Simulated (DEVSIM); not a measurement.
Device: Schottky contact on n-type ZnO, at 400 K.

Layer 1 from the left is ZnO, thickness (μm) 0.640, Nd (cm⁻³) 1.7e17, τn (s) 1.6e-9, τp (s) 1.6e-9. Layer 2 from the left is ZnO, thickness (μm) 9.00, Nd (cm⁻³) 2.1e18, τn (s) 1.6e-9, τp (s) 1.6e-9.

Left contact: Schottky, work function 5.66 eV, emission velocity 1.2e7 cm/s. Right contact: ohmic. Voltage is applied to the left contact. Recombination: SRH at mid-gap. Mobility is μmin + (μ − μmin)/(1 + (N/Nref)^α).

The device is made up for the run: typed textbook-type constants, with dimensions and the other settings drawn at random. Values at 300 K; Nc and Nv go as T^1.5, mobilities as T to minus their exponent, the gap by Varshni's rule with the affinity fixed.

ZnO: gap (eV) 3.37, affinity (eV) 4.5, permittivity 8.7, Nc (cm⁻³) 3.7e18, Nv (cm⁻³) 1.8e19, μn (cm²/Vs) 200, μp (cm²/Vs) 20, μn,min 20, μp,min 2, Nref,n 1e18, Nref,p 1e18, αn 0.6, αp 0.6, T exponent of μn 1.5, T exponent of μp 1.5, Varshni α (eV/K) 0.00055, Varshni β (K) 900.

DEVSIM, 1D drift-diffusion, Boltzmann statistics, complete ionisation; no tunnelling, impact ionisation, image-force lowering or self-heating. Metal contacts follow the ideal Schottky-Mott rule: no Fermi-level pinning, no interface dipoles.

Dark forward current:

```
|V| (V)  |J| (A/cm²)
-------  -----------
0.05        5.926e-8
0.10        3.093e-7
0.15        1.365e-6
0.20        5.818e-6
0.25        2.459e-5
0.30       0.0001036
0.35       0.0004360
0.40        0.001831
0.45        0.007677
0.50         0.03210
0.55          0.1338
0.60          0.5553
0.65           2.287
0.70           9.258
0.75           35.79
0.80           122.4
0.85           331.1
0.90           684.9
0.95            1153
1.00            1696
1.05            2288
```

Question: Work out the local ideality factor n = ΔV / (kT/q · ln(J2/J1)) between the rows 0.15 and 0.20 V, 1.00 and 1.05 V.

Answer: kT/q = 34.47 mV. From 0.15 to 0.20 V: ln(5.818e-6/1.365e-6) = 1.450, n = 1.00, near the 1 of diffusion or emission over a barrier. From 1.00 to 1.05 V: ln(2288/1696) = 0.299, n = 4.84; the layers' resistance at their doping, Σ W/(qμN) = 6.9e-5 Ω cm², would take 41 mV of this step of 50 mV.

Question: Estimate the current at 0.40 V for emission alone, J0 = q v N_band exp(−φB/kT), and read the barrier back from the simulated current.

Answer: φB = 1.160 eV, N_band = 5.70e18 cm⁻³, J0 = 2.66e-8 A/cm²; J = J0 (exp(qV/kT) − 1) = 0.00291 A/cm². The simulation gives 0.00183 A/cm²; the estimate lies 59 % above. Read backwards, the simulated current gives an apparent barrier of 1.176 eV. The estimate leaves out transport through the depletion region and minority injection.
